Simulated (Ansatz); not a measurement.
Functionals compared on a constructed model of the (100) surface of fcc Ir, a pseudomorphic layer of Fe in the host's stacking (bottom of the slab: a bare face, its two planes held), in Ansatz (plane waves, PAW). The structure was relaxed with PBE; the other rows are single points on it. Cutoff 420 eV.

Slab: 7 atoms, 11.8 Å thick at the start; k 14x14x1, smearing 0.1 eV, dipole-corrected; 2 atoms held, the rest relaxed; held to the start's symmetry, so lower structures may exist; spin-polarised, ending with about 3.0 μB a cell; orders that need a larger cell were not tried, no spin-orbit, no U. It is one candidate, not shown to be the stable structure of the face. These notes are the PBE run's.

| functional | work function of the top face (eV) | magnetic moment of the cell (μB) | rough cost of the single point |
|---|---|---|---|
| PBE | 4.23 | 3.03 | – |
| RPBE | (withheld) | 3.06 | roughly 50 core-seconds |

### Question
Some entries are withheld; supply them.

### Answer

- RPBE, work function of the top face (eV): 4.07

Ansatz is a quantum-chemistry and plane-wave program.
